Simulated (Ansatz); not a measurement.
An Ansatz (a program for electronic structure) input (plane-wave PAW DFT at the PBE level (Ansatz, 420 eV), no spin-orbit coupling, earlier PAW set):

Ansatz 0.2 input:
```yaml
crystal:
  lattice:
    - [4.1965933154, 0, 0]
    - [-2.0982966577, 3.6343564205, 0]
    - [0, 0, 6.8301683076]
  atoms:
    - { symbol: Cd, position: [0.3333333333, 0.6666666667, 0.9991666277] }
    - { symbol: Cd, position: [0.6666666667, 0.3333333333, 0.4991666277] }
    - { symbol: S, position: [0.3333333333, 0.6666666667, 0.3756333723] }
    - { symbol: S, position: [0.6666666667, 0.3333333333, 0.8756333723] }
basis: { ecutwfc: 420, ecutrho_ratio: 4, xc_grid: 2, fft_grid_basis: typed }
kpoints: { mp_grid: { grid: [16, 16, 9] } }
hamiltonian:
  xc: pbe
  dispersion: none
  pseudopotentials: { azcp: { folder: ./paw }, kind: paw }
total_charge: -1.041732
scf: { occupations: { method: fermi_dirac, width: 0.0259 }, convergence: { dr2_threshold: 0.0000000004 } }
relax: { f_tol: 0.005, max_steps: 30 }
output: { forces: true, stress: true }
checkpoint: { write: state.ck, write_every: 1000 }
```

Q: Which symmetry and how many k-points will the program report, and about how many plane waves at Γ?

A: Space group P63mc (ITA 186) with 12 operations, k-points 150 of 2304, and 1985 plane waves at Γ.

Carriers are added with a uniform compensating background; total energy and stress of such cells depend on the potential's zero and are not compared; many-body gap narrowing is missing at this level. Stability against distortions was not tested. The cell was made from CdS in the wurtzite structure (space group P6_3mc, No. 186) by this change: electrons 1.0×10^22 cm⁻³.
